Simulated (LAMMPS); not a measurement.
Lattice thermal conductivity of random alloys, CdTe (zinc blende) with a share x of Cd sites Hg, at 300 K, 201 Å from hot to cold slab.

Model: classical MD, pair style sw, file CdTeZnSeHgS0.sw (LAMMPS).

```json
[
 {"x": "0.25", "conductivity": "0.89 ± 0.05 W/(m K)"},
 {"x": "0.5", "conductivity": "0.65 ± 0.04 W/(m K)"},
 {"x": "0.75", "conductivity": "0.91 ± 0.03 W/(m K)"}
]
```

Caution: lattice part alone, classical nuclei, a finite length: a lower bound where phonon paths are long.

Caution: the random arrangement on this lattice is imposed, and need not be a phase that exists in equilibrium.

The ± values are statistical; the model's systematic error is not in them.
